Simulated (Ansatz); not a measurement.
Hypothetical P6_3/mmc SiSe2: x(Ru) = 0.75, 12 atoms, P-6m2

Take SiSe₂ in the 2H-MoS2 type structure (space group P6_3/mmc, No. 194; a = 3.440 Å, c = 11.034 Å; a hypothetical phase, not in the database extracts checked; layered, stacked along the Cartesian z axis) as the base.

The other end (x = 1) is RuSe2 (space group P6_3/mmc, No. 194; a hypothetical phase, not in the database extracts checked; layered, stacked along the Cartesian z axis): 18.45 Å³/atom, gap zero; this end may not be an ambient phase.

The change: Ru replaces 75.0 % of the Si, ordered in a cell of 12 atoms (starting symmetry P-6m2) and fully relaxed.

Calculations: PBEsol-D3(BJ) (Ansatz, a quantum-chemistry and plane-wave program, PAW, without spin-orbit coupling). Settings: 16×16×2 k-points, 0.05 eV Fermi–Dirac smearing, for the changed cell.

- Volume per atom: 18.54 Å³ (base 18.85 Å³)
- Density: 7.19 g/cm³ (base 5.46 g/cm³)
- Shortest interatomic distance: 4.635 bohr (base 4.781 bohr)
- Band gap: zero (base zero)
- Mixing energy: 0.00 eV/atom (to 0.01 eV only: unlike meshes or grids) (against an end that may be hypothetical)
- Deviation of the volume from the linear (Vegard-type) interpolation: -0.1 %
- Mean first-shell distances: Si–Se 2.505 Å (end compound 2.530 Å), Ru–Se 2.467 Å (end compound 2.464 Å)

Final structure:

```
Ru3SiSe8
1.0
    3.36928     0.00000     0.00000
   -1.68464     2.91788     0.00000
    0.00000     0.00000    22.62654
Si Ru Se
1 3 8
Cartesian
  1.68464   0.97263  11.31327
  1.68464   0.97263   0.00000
  0.00000   1.94525  16.95327
  0.00000   1.94525   5.67326
  1.68464   0.97263  15.45906
  1.68464   0.97263   4.13585
  0.00000   1.94525   9.73491
  0.00000   1.94525  21.10826
  0.00000   1.94525  12.89163
  0.00000   1.94525   1.51827
  1.68464   0.97263  18.49068
  1.68464   0.97263   7.16748
```

Each cell is one ordered arrangement of few atoms, which overstates ordering effects compared with a random alloy. Stability against distortions was not tested. The final runs are not spin-polarised. Ru3SiSe8 and RuSe2 have a high density of states at the Fermi level and may be magnetic at this level.
